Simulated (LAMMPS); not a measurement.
Quenches at 1e+12 K/s across the composition of Al (fcc) with a share x of Al sites Cu; each row starts from its own melt temperature.

Level of theory: classical MD, pair style eam/alloy, file AlCu.eam.alloy (LAMMPS).

```tsv
x	density	state
0.1	3.05 g/cm³ (one sample)	crystallised
0.25	3.82 g/cm³ (one sample)	crystallised
0.5	5.22 g/cm³ (one sample)	glass
```

Caution (rows 0.1; 0.25): the cell keeps the atom count and shape of the starting crystal, which eases freezing.
